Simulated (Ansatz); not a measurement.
**A constructed model of the (111) surface of fcc Pd, (√3x√3)R30° surface alloy, Ti on one Pd site of the top plane (bottom of the slab: a bare face, its two planes held)**

Method: PBE (plane waves to 420 eV, PAW; Ansatz, an electronic-structure program).

Set-up: 18 atoms, 11.4 Å thick at the start; mesh 9x9x1; 0.1 eV smearing; dipole correction on; 6 atoms held, the rest relaxed; symmetry of the start imposed; no spin, no spin-orbit, no U. It is one candidate, not shown to be the stable structure of the face.

```
Quantity                                       Result
-----------------------------  ----------------------
work function of the top face                 4.74 eV
energy released by relaxation                 0.38 eV
cost                           roughly 6 core-minutes
```
